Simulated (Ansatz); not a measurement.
Structure of amorphous Si$_{30}$O$_{12}$N$_{32}$ (periodic cell):

```xyz
74
Lattice="9.4680 0.0000 0.0000 0.0000 9.4680 0.0000 0.0000 0.0000 9.4680" Properties=species:S:1:pos:R:3 pbc="T T T"
Si     1.4773     3.3944     0.6282
Si     6.5100     3.5237     6.7691
Si     8.5797     8.6650     0.1007
Si     9.4139     7.9979     2.2812
Si     6.3472     5.0740     8.6924
Si     3.2634     1.0458     3.6623
Si     2.0517     4.0298     4.3392
Si     8.6430     2.8404     4.4837
Si     6.9057     6.4167     1.8998
Si     2.3315     6.4905     2.4459
Si     9.2330     4.5522     8.6087
Si     4.7344     2.8408     9.3375
Si     1.8063     0.6165     0.9988
Si     7.0116     7.6440     6.9160
Si     3.7427     0.1275     8.4919
Si     8.7533     1.4513     1.9070
Si     4.5410     5.9989     6.7684
Si     2.5892     8.2604     6.3692
Si     7.1806     5.4583     4.9309
Si     1.9068     4.7565     7.4091
Si     6.7461     3.7231     2.0892
Si     3.8106     3.8080     2.4843
Si     9.3381     5.0897     2.6637
Si     6.1658     1.0009     0.6993
Si     2.8689     6.9334     8.9533
Si     5.0895     0.5723     5.9112
Si     0.3477     7.4251     7.1833
Si     4.5246     8.1809     1.6918
Si     5.0129     3.4113     4.7396
Si     0.4154     0.2153     4.8457
O      9.1358     9.3932     3.2116
O      3.1067     0.7179     2.0536
O      2.3194     4.2377     5.9134
O      1.9446     0.5287     4.3468
O      2.3541     6.1937     0.8352
O      6.2702     9.0546     6.4450
O      4.6037     0.3936     4.3116
O      5.4389     6.9603     2.2950
O      3.6929     7.1070     5.8189
O      5.6063     9.3950     1.7979
O      3.2163     7.8288     2.6855
O      2.3979     0.9319     9.0020
N      7.6915     6.8790     5.5949
N      0.4445     3.9496     3.8661
N      8.3946     8.0870     7.9738
N      0.8617     1.9620     1.4429
N      5.4109     4.9086     5.6510
N      9.0728     1.5242     5.3780
N      3.3024     3.3864     0.8927
N      8.0327     7.5629     1.3655
N      3.3236     2.7906     3.9681
N      5.5497     2.2436     5.8914
N      7.5847     3.8482     5.3595
N      7.8990     2.5687     2.8442
N      0.4583     5.7231     7.4987
N      0.7136     8.7472     0.9146
N      0.9143     8.2678     5.7270
N      7.6441     5.4102     3.1465
N      5.9905     2.6272     1.0262
N      0.1215     4.5397     0.9882
N      7.6741     4.1628     8.0377
N      0.6984     6.6415     2.9521
N      3.9792     8.1484     0.0314
N      1.8851     7.8767     7.9197
N      7.8828     0.7205     0.5757
N      5.8990     6.5568     7.7835
N      3.3088     5.6028     7.9310
N      5.2526     3.8565     8.0849
N      6.6252     5.1003     0.8946
N      5.3855     3.8536     3.1349
N      1.2071     3.5310     8.4085
N      3.6463     0.1034     6.7712
N      5.0309     1.1615     8.8587
N      2.8404     5.0553     3.1804
```

Calculation: PBE, scalar-relativistic without spin-orbit coupling (plane waves to 420 eV, PAW; Ansatz, a quantum-chemistry and plane-wave program).

Preparation: random packing, a CHGNet melt and quench, and a DFT relaxation. O and N atoms were pushed apart under 1.9 Å during the dynamics, to hinder bonds among them. It is a model cell: composition and starting density were chosen by hand, and all elements were melted together. No dispersion term was used. Its density started from a set value of 2.90 and ended at 2.90 g/cm³. The simulated quench (nominally 630 K/ps over its main leg) is rapid and tends to freeze in more defects than a deposited or slowly cooled glass has. Values belong to this one cell and scatter from quench to quench. The volume was held where the preparation left it, at a PBE pressure of 3.8 GPa. Stress components on the final sampling reach 5.9 GPa.

Bonds are counted up to Si-Si 2.60 Å, Si-O 2.20 Å, Si-N 2.28 Å, O-O 1.58 Å, O-N 1.64 Å, N-N 1.70 Å. Two cations that share two anions don't count as bonded, nor two that share one unless they lie closer than Si-Si 2.38 Å.

Task: Give the coordination numbers, mean bond lengths and angles.

Result: 
```
Item                                                             Result
---------------------------------  ------------------------------------
Mean coordination of Si by anions            4.07 (28 with 4, 2 with 5)
Mean coordination of O                       2.08 (11 with 2, 1 with 3)
Mean coordination of N             3.03 (2 with 2, 27 with 3, 3 with 4)
Mean Si-N bond                     1.761 Å (spread 0.081 Å, 97 counted)
Mean Si-O bond                     1.667 Å (spread 0.089 Å, 25 counted)
Bond angle at Si                              mean 108.8°, spread 13.9°
Bond angle at O                               mean 132.9°, spread 16.1°
Bond angle at N                               mean 114.9°, spread 16.5°
```

Task: Which atoms depart from the most common coordination of their element?

Result: Si2 has 5 (N53 1.80 Å, N52 1.83 Å, N61 1.84 Å, N68 1.85 Å, N47 2.09 Å); Si21 has 5 (N59 1.70 Å, N70 1.72 Å, N54 1.80 Å, N69 1.83 Å, N58 2.18 Å); O31 has 3 (Si4 1.70 Å, Si30 1.82 Å, Si16 2.04 Å); N43 has 2 (Si19 1.65 Å, Si14 1.67 Å); N47 has 4 (Si17 1.79 Å, Si29 1.80 Å, Si19 1.99 Å, Si2 2.09 Å); N48 has 2 (Si30 1.63 Å, Si8 1.65 Å); N51 has 4 (Si6 1.77 Å, Si7 1.81 Å, Si22 1.86 Å, Si29 1.96 Å); N58 has 4 (Si9 1.76 Å, Si23 1.79 Å, Si19 1.84 Å, Si21 2.18 Å).

Task: List the pairs of like atoms that count as bonded by the rules above.

Result: There are none by these rules.
